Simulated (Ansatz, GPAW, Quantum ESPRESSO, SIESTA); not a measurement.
a (111) slab of AlRu (cut from a parent of space group no. 221; 10 atoms in the cell) computed with different codes at matched settings

Self-consistent single point.

```
AlRu
1.0
    4.28875     0.00000     0.00000
    2.14438     3.71417     0.00000
    0.00000     0.00000    17.74880
Al Ru
5 5
Cartesian
  4.11343   3.19637   5.86101
  1.96905   1.95831   7.58291
  4.11343   0.72025   9.30490
  4.11343   3.19637  11.02680
  1.96905   1.95831  12.74880
  1.96905   1.95831   5.00000
  4.11343   0.72025   6.72200
  4.11343   3.19637   8.44390
  1.96905   1.95831  10.16589
  4.11343   0.72025  11.88779
```

Shared settings, as Ansatz (a first-principles code) writes them: kpoints.mp_grid.grid = 6 6 1; scf.occupations.method = fermi_dirac; scf.occupations.width = 0.1 eV. Potentials and cutoffs stand in the table.

```json
[
 {"code": "Ansatz", "model": "LDA (PW92), PAW files made with PBE", "largest force (eV/Å)": "1.945", "cutoff": "default"},
 {"code": "SIESTA", "model": "LDA PW92, numerical atomic orbitals DZP, PseudoDojo LDA standard norm-conserving potentials (rewritten from UPF to PSML)", "largest force (eV/Å)": "2.078", "cutoff": "grid 300 Ry"},
 {"code": "Quantum ESPRESSO", "model": "LDA (PZ), GBRV 1.5 ultrasoft (LDA) pseudopotentials", "largest force (eV/Å)": "1.946", "cutoff": "40 Ry"},
 {"code": "GPAW", "model": "LDA (Perdew-Wang 92), GPAW PAW datasets LDA (gpaw-data 1.0.1)", "largest force (eV/Å)": "1.916", "cutoff": "600 eV"}
]
```

Size of the force on each atom (eV/Å): Sizes of forces hide their directions.

```
code                Al1    Al2    Al3    Al4    Al5    Ru6    Ru7    Ru8    Ru9   Ru10
----------------  -----  -----  -----  -----  -----  -----  -----  -----  -----  -----
Ansatz            0.073  0.205  0.068  0.041  1.038  1.945  0.497  0.130  0.095  0.249
SIESTA            0.099  0.184  0.077  0.105  0.997  2.078  0.407  0.150  0.016  0.343
Quantum ESPRESSO  0.089  0.208  0.066  0.022  1.018  1.946  0.500  0.129  0.091  0.262
GPAW              0.106  0.211  0.059  0.013  1.004  1.916  0.497  0.128  0.080  0.230
```

On Ansatz's run: spin polarisation is off. The two faces of this cut differ, and no dipole correction was used.

The spread over the programs that give each value: largest force within 0.162 eV/Å.

SIESTA uses small atom-centred bases, whose incompleteness enters pressures, forces and empty levels differently from a plane-wave cutoff. The same LDA comes in different parametrisations, which differ slightly. In the force vectors, SIESTA (by 0.132) lies more than 0.08 eV/Å from the median of the plane-wave programs.

The starting cell comes from a database of computed structures (which also holds hypothetical and non-ambient phases and stackings), without a prior relaxation at this level. The slab is cut from that crystal, and its faces are unrelaxed. Its lattice was rescaled in the plane by a random factor within 2.5 % of one.

Keys are those of Ansatz 0.2.
